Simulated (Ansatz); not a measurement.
Take Pt in the fcc (Cu type) structure (space group Fm-3m, No. 225; relaxed with 0.1 eV smearing) as the base.

```xyz
1
Lattice="0.0000 1.9477 1.9477 1.9477 0.0000 1.9477 1.9477 1.9477 0.0000" Properties=species:S:1:pos:R:3 pbc="T T T"
Pt     0.0000     0.0000     0.0000
```

Cartesian axes are those of the cell as printed.

Computed with Kohn–Sham DFT with the LDA functional, run in Ansatz (a first-principles code) with PAW and 420 eV plane waves, no SOC.

Now apply this change: an isotropic linear strain of +3.00 %, atoms relaxed at fixed cell.

Task: Predict the stress tensor and what it implies for the stiffness.

Result: Stress of the strained cell less that of the base (GPa, compression positive):
```
  -21.3     0.0     0.0
    0.0   -21.3     0.0
    0.0     0.0   -21.3
```

Then B = −ΔP/(ΔV/V₀) with ΔV/V₀ = 0.0927 gives secant stiffness values (nonlinear terms included at this strain): B ≈ 230 GPa.

As a check, the harmonic strain energy −½ V₀ Δσ:ε is 88 meV/atom; the computed energy rise is 100 meV/atom.

No phonon test of stability was made. All final runs are without spin polarisation. Pt lies near a magnetic instability that expansion can trigger; it was not tested.
